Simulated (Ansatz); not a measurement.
## Response to strain in Zr

The parent structure is Zr in the hcp (Mg type) structure (space group P6_3/mmc, No. 194; relaxed with 0.1 eV smearing).

```xyz
2
Lattice="3.1829 0.0000 0.0000 -1.5915 2.7565 0.0000 0.0000 0.0000 5.1241" Properties=species:S:1:pos:R:3 pbc="T T T"
Zr     0.0000     1.8377     3.8431
Zr     1.5915     0.9188     1.2810
```

Cartesian axes are those of the cell as printed.

Strains are applied to the cell and any free atomic positions relax; under stress the whole cell relaxes.

Levels (all Ansatz, a quantum-chemistry and plane-wave program, PAW, earlier PAW set): PBEsol (420 eV, no SOC); r2SCAN (500 eV, no spin-orbit coupling); PBEsol+SOC (420 eV, noncollinear with spin-orbit coupling).

Pressures by level, all at the geometries relaxed with PBEsol:

```json
[
 {"case": "base", "PBEsol": "0.0 GPa", "r2SCAN": "4.5 GPa", "PBEsol+SOC": "0.0 GPa"},
 {"case": "isotropic strain +2.23 %", "PBEsol": "-5.9 GPa", "r2SCAN": "-2.0 GPa", "PBEsol+SOC": "-5.9 GPa"},
 {"case": "uniaxial strain ε_xx = +2.66 %", "PBEsol": "-2.4 GPa", "r2SCAN": "[?]", "PBEsol+SOC": "-2.4 GPa"},
 {"case": "tensor shear ε_xz = +0.14 %", "PBEsol": "0.0 GPa", "r2SCAN": "4.5 GPa", "PBEsol+SOC": "0.0 GPa"},
 {"case": "strain tensor (xx, yy, zz, yz, xz, xy) = (−0.66, −0.60, +1.56, +0.30, −0.27, −0.96) %", "PBEsol": "-0.4 GPa", "r2SCAN": "[?]", "PBEsol+SOC": "-0.4 GPa"},
 {"case": "uniaxial stress, 2 GPa compression along x", "PBEsol": "0.7 GPa", "r2SCAN": "[?]", "PBEsol+SOC": "0.7 GPa"}
]
```

**Question.** Complete the table.

**Answer.** 
- uniaxial strain ε_xx = +2.66 %, r2SCAN: 1.8 GPa
- strain tensor (xx, yy, zz, yz, xz, xy) = (−0.66, −0.60, +1.56, +0.30, −0.27, −0.96) %, r2SCAN: 4.1 GPa
- uniaxial stress, 2 GPa compression along x, r2SCAN: 5.3 GPa

Single points use the geometry relaxed with PBEsol. Their cutoffs differ, which shifts pressures a little. The spin-orbit shifts are approximate. Beyond what the load breaks, stability against distortions was not tested. The runs without spin-orbit coupling are not spin-polarised.
